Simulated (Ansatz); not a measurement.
## ZrB2: response to strain

The parent structure is ZrB2 (space group P6/mmm, No. 191; a = 3.155 Å, c = 3.506 Å; relaxed with 0.1 eV smearing). Axes: x lies along a and z along c of the hexagonal cell.

Strains are applied to the cell and any free atomic positions relax.

Method: plane-wave PAW DFT at the PBEsol level (Ansatz, a program for electronic structure, 420 eV), no spin-orbit coupling.

Notes on the quantities. energy relative to the base: free energy F; pressure: mean of the normal stresses, compression positive.

```json
[
 {"variant": "base", "energy relative to the base": "0 meV/atom", "pressure": "0.0 GPa", "volume per atom": "10.08 Å³"},
 {"variant": "uniaxial strain ε_xx = −3.00 %", "energy relative to the base": "+18 meV/atom", "pressure": "8.5 GPa", "volume per atom": "9.77 Å³"},
 {"variant": "uniaxial strain ε_xx = −2.50 %", "energy relative to the base": "+12 meV/atom", "pressure": "7.0 GPa", "volume per atom": "9.82 Å³"},
 {"variant": "uniaxial strain ε_xx = −2.00 %", "energy relative to the base": "+7.7 meV/atom", "pressure": "5.5 GPa", "volume per atom": "9.87 Å³"},
 {"variant": "uniaxial strain ε_xx = −1.50 %", "energy relative to the base": "+4.3 meV/atom", "pressure": "4.0 GPa", "volume per atom": "9.93 Å³"},
 {"variant": "uniaxial strain ε_xx = −1.00 %", "energy relative to the base": "+1.9 meV/atom", "pressure": "2.7 GPa", "volume per atom": "9.98 Å³"},
 {"variant": "uniaxial strain ε_xx = −0.50 %", "energy relative to the base": "+0.5 meV/atom", "pressure": "1.3 GPa", "volume per atom": "10.03 Å³"},
 {"variant": "uniaxial strain ε_xx = +1.50 %", "energy relative to the base": "+4.0 meV/atom", "pressure": "-3.7 GPa", "volume per atom": "10.23 Å³"},
 {"variant": "uniaxial strain ε_xx = +2.00 %", "energy relative to the base": "+7.1 meV/atom", "pressure": "-4.8 GPa", "volume per atom": "10.28 Å³"},
 {"variant": "uniaxial strain ε_xx = +2.50 %", "energy relative to the base": "+11 meV/atom", "pressure": "-5.9 GPa", "volume per atom": "10.33 Å³"}
]
```

Whether these cells are dynamically stable was not tested. The final runs are not spin-polarised.
